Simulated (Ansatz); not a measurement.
MoS2 under a change: biaxial strain −0.99 %, plane normal [001], relaxed out of plane

The reference is MoS2 in the 3R-MoS2 type structure (space group R3m, No. 160; layered, stacked along the Cartesian z axis).

```
MoS2
1.0
    1.58770     0.91666     6.19534
   -1.58770     0.91666     6.19534
    0.00000    -1.83332     6.19534
Mo S
1 2
Direct
  0.00000   0.00000   0.00000
  0.75029   0.75029   0.75029
  0.58300   0.58300   0.58300
```

Cartesian axes are those of the cell as printed.

One thing is altered: compressive biaxial strain of 0.99 % in the plane normal to [001], as in epitaxy on a mismatched substrate; the out-of-plane cell vector and the atoms relax.

Method: r2SCAN+rVV10 in Ansatz (plane waves to 500 eV, PAW, no spin-orbit coupling), earlier PAW set. Γ-centred 12×12×12 mesh, Fermi–Dirac width 0.05 eV.

* **Shortest interatomic distance**: 2.396 Å (base 2.403 Å)
* **Energy relative to the base (free energy F)**: +3.2 meV/atom
* **Pressure (mean of the normal stresses, compression positive)**: 19.6 kbar (base 0.0 kbar)
* **Band gap**: 1.08 eV (base 1.02 eV)
* **Gap character**: indirect, T → Γ–S₀ (56 % along) (base indirect, T → k = (0.167, -1/2, -0.167) in the run's primitive reciprocal basis)
* **Hole mass**: 0.79 mₑ (at T) (base 0.85 mₑ along k, 0.69 mₑ across (at T))
* **Out-of-plane strain**: +0.59 %
* **Ratio −ε⊥/ε∥**: 0.60
* **Mean in-plane stress (compression positive)**: +2.9 GPa

Final structure (turned so that z lies along the plane normal):

```yaml
crystal:
  lattice:
    - [3.14396, 0.00000, 0.00000]
    - [1.57198, 2.72275, 0.00000]
    - [1.57198, -0.90758, 6.23193]
  atoms:
    - { symbol: Mo, position: [0.99999, 0.00000, 0.00001] }
    - { symbol: S, position: [0.49929, 0.75036, 0.25107] }
    - { symbol: S, position: [0.83412, 0.58294, 0.74882] }
```

Cost of the whole job for the changed cell (relaxation, final SCF and bands): around 3 core-minutes (rough).

Effective masses come from finite differences of ±0.01 Å⁻¹. Along k means along the line from Γ to the band edge. Whether these cells are dynamically stable was not tested.

Ansatz is an electronic-structure program.
